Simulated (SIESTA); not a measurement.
Band structure of LaCoSi₃ (I4mm, 5 atoms in the cell).

```yaml
crystal:
  lattice:
    - [-2.05600, 2.05600, 4.75963]
    - [2.05600, -2.05600, 4.75963]
    - [2.05600, 2.05600, -4.75963]
  atoms:
    - { symbol: La, position: [0.00496, 0.00496, 0.00000] }
    - { symbol: Co, position: [0.66193, 0.66193, 0.00000] }
    - { symbol: Si, position: [0.42530, 0.42530, 0.00000] }
    - { symbol: Si, position: [0.26141, 0.76141, 0.50000] }
    - { symbol: Si, position: [0.76141, 0.26141, 0.50000] }
```

Computed with GGA PBEsol, numerical atomic orbitals DZP, PseudoDojo PBEsol standard norm-conserving potentials (rewritten from UPF to PSML) in SIESTA.

Settings: XC.functional = GGA; XC.authors = PBEsol; potentials = PseudoDojo PBEsol standard; PAO.BasisSize = DZP; PAO.EnergyShift = 0.01 Ry; MeshCutoff = 350 Ry; kgrid.MonkhorstPack = 8 8 8; OccupationFunction = FD; ElectronicTemperature = 0.1 eV; MaxSCFIterations = 150; SCF.Mixer.Method = Pulay; SCF.Mixer.Weight = 0.2; SCF.Mixer.History = 6; SCF.DM.Tolerance = 1.0E-04.

The starting cell comes from a database of computed structures (which also holds hypothetical and non-ambient phases and stackings), without a prior relaxation at this level. Its lattice was rescaled by a random factor within 2.5 % of one. Spin polarisation is off. Values carry the incompleteness of an atom-centred basis.

Levels in eV from the Fermi level, bands 17 to 22:
| point | 17 | 18 | 19 | 20 | 21 | 22 |
|---|---|---|---|---|---|---|
| Γ | -1.84 | -1.23 | -1.23 | 0.37 | 0.37 | 0.89 |
| X | -2.01 | -1.97 | -1.48 | -1.37 | 2.11 | 3.34 |
| Y | -1.89 | -1.86 | -1.38 | -1.31 | 1.77 | 2.84 |
| S | -2.17 | -2.02 | -1.26 | -0.18 | 0.48 | 1.80 |
| Z | -1.70 | -1.70 | -0.38 | 0.43 | 0.43 | 1.33 |
| S1 | -2.17 | -2.02 | -1.26 | -0.18 | 0.48 | 1.80 |
| N | -1.95 | -1.88 | -1.41 | -0.33 | 0.02 | 1.35 |
| P | -1.81 | -1.79 | -1.79 | -1.59 | 1.14 | 3.44 |
| Y1 | -1.89 | -1.86 | -1.38 | -1.31 | 1.77 | 2.84 |

Bands cross the Fermi level along this path, so the cell is metallic at this level.

Higher empty bands are left out: an atom-centred basis made for the valence describes them poorly.
